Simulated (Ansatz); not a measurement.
Take Na2Te in the anti-fluorite structure (space group Fm-3m, No. 225; a = 7.246 Å) as the base. Axes: x, y, z lie along the cube axes.

The values are results of PBEsol, PAW, 420 eV (Ansatz, a quantum-chemistry and plane-wave program; without spin-orbit coupling), not measurements.

Base values:

| Quantity | Value |
|---|---|
| Valence-band top at Γ | 0.00, 0.00, 0.00 eV |

Now apply this change: biaxial strain −1.00 %, plane normal [001], relaxed out of plane (Cartesian); in-plane vectors clamped, the third vector and the atoms free.

### Question
Predict the new out-of-plane strain.

### Answer
The out-of-plane strain comes out as +0.80 %.

### Question
What does the calculation give for the valence-band top at Γ after the change?

### Answer
The valence-band top at Γ (three highest levels, from the VBM) changes from 0.00, 0.00, 0.00 eV to 0.00, 0.00, -0.04 eV.

### Question
What does the calculation give for the energy relative to the base after the change?

### Answer
The energy rises by 0.8 meV/atom.

Spin-orbit coupling, missing from the scalar runs, can matter with Te. The levels and masses belong to the bands next to the band gap. Whether these cells are dynamically stable was not tested.
